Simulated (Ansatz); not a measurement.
Base system: SiC (space group P6_3mc, No. 186; a = 3.0776 Å, c = 10.0763 Å). Axes: x lies along a and z along c of the hexagonal cell.

Level of theory: Ansatz (an electronic-structure program), r2SCAN, PAW, cutoff 500 eV, without spin-orbit coupling.

Strains are applied to the cell and any free atomic positions relax; under biaxial strain the out-of-plane vector relaxes too; under stress the whole cell relaxes.

One change was made to it. Results:

The band gap drops by 0.12 eV, from 2.60 eV to 2.48 eV; the shortest interatomic distance drops by 2.2 pm to 186.1 pm; the smallest direct gap falls by 0.054 eV to 3.72 eV.

Problem. Which change produced these results?
A) biaxial strain −1.54 %, plane normal [001], relaxed out of plane
B) uniaxial stress, 5 GPa compression along z
C) biaxial strain −0.90 %, plane normal [001], relaxed out of plane
D) uniaxial strain ε_zz = −1.73 %
E) strain tensor (xx, yy, zz, yz, xz, xy) = (+0.37, −0.58, +1.66, −0.30, −2.12, +1.21) %

Solution. A, biaxial strain −1.54 %, plane normal [001], relaxed out of plane. For comparison, the band gap in the other runs: uniaxial stress, 5 GPa compression along z gives 2.62 eV; strain tensor (xx, yy, zz, yz, xz, xy) = (+0.37, −0.58, +1.66, −0.30, −2.12, +1.21) % gives 2.24 eV; biaxial strain −0.90 %, plane normal [001], relaxed out of plane gives 2.53 eV; uniaxial strain ε_zz = −1.73 % gives 2.59 eV.

Stability under load was not tested beyond the relaxation.
